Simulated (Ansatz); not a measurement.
# OH on the 1x1 (100) surface of monoclinic HfO2 (cut with top plane 2 O), one in a 1x1 cell, started at the site 'bridge O-O (span 5.2 Å)'

Host crystal: monoclinic HfO2, with a band gap (PBE, scalar-relativistic without spin-orbit coupling).

Computed with r2SCAN, at the PBE geometry and the start's symmetry (plane waves to 500 eV, PAW; Ansatz, a first-principles code).

Set-up: 26 atoms, 9.5 Å thick at the start under the adsorbate (thin: gaps and levels are the slab's own); mesh 4x4x1; 0.01 eV smearing; dipole correction on; single point; no symmetry held, on the structure that PBE left; spin-polarised, ending with about 1.0 μB a cell, a value that depends on the mesh; orders that need a larger cell were not tried, no spin-orbit, no U, no dispersion correction. The slab shows no gap over 0.04 eV on its mesh. The program's check for a lower electronic state was not made. At the end it is bonded to Hf. In D3-corrected PBE it is, or lies within 0.03 eV of, the lowest of the starts that converged.

```yaml
adsorption energy against H2O(g) − ½ H2(g) at the same level: 1.28 eV
change_of_the_step_from_the_bottom_to_the_top_vacuum_level_against_the_clean_slab: -0.76 eV
height of the binding atom over the mean of the host atoms within 0.3 Å of the top one: 49.7 pm
nearest_host_atoms_of_the_binding_atom: Hf at 2.00 Å, O at 2.68 Å, O at 2.71 Å
caution: the clean host was not checked against rearrangement in a larger or rattled cell
cost: very roughly 40 core-minutes
```

A negative adsorption energy means that the adsorbate is more stable on the surface than in its reference.
